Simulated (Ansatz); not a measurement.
**Response to strain in TiAl2O5**

The reference is TiAl2O5 (space group Cmcm, No. 63; a cell from a computed database, its experimental status unchecked).

```yaml
crystal:
  lattice:
    - [1.80184, -4.68016, 0.00000]
    - [1.80184, 4.68016, 0.00000]
    - [0.00000, 0.00000, 9.64179]
  atoms:
    - { symbol: Ti, position: [0.31510, 0.68490, 0.25000] }
    - { symbol: Ti, position: [0.68490, 0.31510, 0.75000] }
    - { symbol: Al, position: [0.35923, 0.64077, 0.94385] }
    - { symbol: Al, position: [0.64077, 0.35923, 0.05615] }
    - { symbol: Al, position: [0.64077, 0.35923, 0.44385] }
    - { symbol: Al, position: [0.35923, 0.64077, 0.55615] }
    - { symbol: O, position: [0.18765, 0.81235, 0.06675] }
    - { symbol: O, position: [0.81235, 0.18765, 0.93325] }
    - { symbol: O, position: [0.81235, 0.18765, 0.56675] }
    - { symbol: O, position: [0.18765, 0.81235, 0.43325] }
    - { symbol: O, position: [0.45532, 0.54468, 0.11761] }
    - { symbol: O, position: [0.54468, 0.45532, 0.88239] }
    - { symbol: O, position: [0.54468, 0.45532, 0.61761] }
    - { symbol: O, position: [0.45532, 0.54468, 0.38239] }
    - { symbol: O, position: [0.73578, 0.26422, 0.25000] }
    - { symbol: O, position: [0.26422, 0.73578, 0.75000] }
```

Cartesian axes are those of the cell as printed.

Strains are applied to the cell and any free atomic positions relax; under biaxial strain the out-of-plane vector relaxes too.

All numbers come from Ansatz (a quantum-chemistry and plane-wave program) PBEsol, no spin-orbit coupling.

Notes on the quantities. pressure: mean of the normal stresses, compression positive.

| variant | width of the top valence band | pressure | smallest direct gap | shortest interatomic distance | band gap |
|---|---|---|---|---|---|
| base | 0.65 eV | 0.00 GPa | 3.30 eV | 1.831 Å | 3.02 eV |
| biaxial strain −1.81 %, plane normal [001], relaxed out of plane | 0.63 eV | 4.90 GPa | 3.37 eV | 1.812 Å | 3.10 eV |
| biaxial strain +2.12 %, plane normal [001], relaxed out of plane | 0.69 eV | -5.04 GPa | 3.18 eV | 1.842 Å | 2.92 eV |
| uniaxial strain ε_xx = −1.56 % | 0.62 eV | 3.56 GPa | 3.35 eV | 1.827 Å | 3.08 eV |
| uniaxial strain ε_yy = +5.60 % | 0.58 eV | -9.21 GPa | 3.13 eV | 1.860 Å | 2.95 eV |

Stability against distortions was not tested. The final runs are not spin-polarised.
